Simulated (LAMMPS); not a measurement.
Pressure dependence of Cu (fcc) at 1770 K, from the melt.

Level of theory: MD with a machine-learned potential, pair style snap, file Cu_Zuo_JPCA2020.snap (LAMMPS).

| P (GPa) | state | volume | coordination number | self-diffusion coefficient of Cu (not corrected for cell size) |
|---|---|---|---|---|
| 0 | liquid | 13.824 ± 0.006 Å³/atom | 12.6 (counted to 3.50 Å) | (4.5 ± 0.1) × 10^-5 cm²/s |
| 2 | liquid | 13.447 ± 0.003 Å³/atom | 12.9 (counted to 3.50 Å) | (4.4 ± 0.3) × 10^-5 cm²/s |
| 5 | liquid | 12.995 ± 0.005 Å³/atom | 13.0 (counted to 3.46 Å) | (3.7 ± 0.2) × 10^-5 cm²/s |

Caution: a run this short can hold a crystal over, or a liquid under, the potential's own melting point, which these runs don't give.

Estimate the isothermal bulk modulus at zero pressure. A parabola P(ln V) through the three points gives −dP/d ln V = 65 GPa at zero pressure.

States go by the mean squared displacement: a species diffuses where it passes 1.5 Å², still rises and gives D over 1e-6 cm²/s; a crystal has left its structure where atoms lie 0.35 Å off their sites on average or a cubic box changes its shape by 3 %, or the axial ratios of another lie 8 % off the starting cell's, which the potential's own relaxation can also do.

Errors of D are the spread over four groups of atoms in one short run; a floor of about 5 %, a picked value, is safer.

Errors shown are sampling errors alone.
